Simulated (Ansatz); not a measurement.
1T (CdI2-type) MgI2, treated with PBE-D3(BJ)+SOC in Ansatz (plane waves, PAW).

Run with plane-wave cutoff 520 eV, 12×12×6 k mesh (along the axes of the cell as run), perturbation theory, PAW data made under PBE.

Computed at the level's own relaxed cell.

Question: Give the computed electronic dielectric constant ε∞ (mean over three axes) and static dielectric constant (mean over three axes).

Answer: 
- electronic dielectric constant ε∞ (mean over three axes): 4.41
- static dielectric constant (mean over three axes): 7.60

Ansatz is an electronic-structure program.
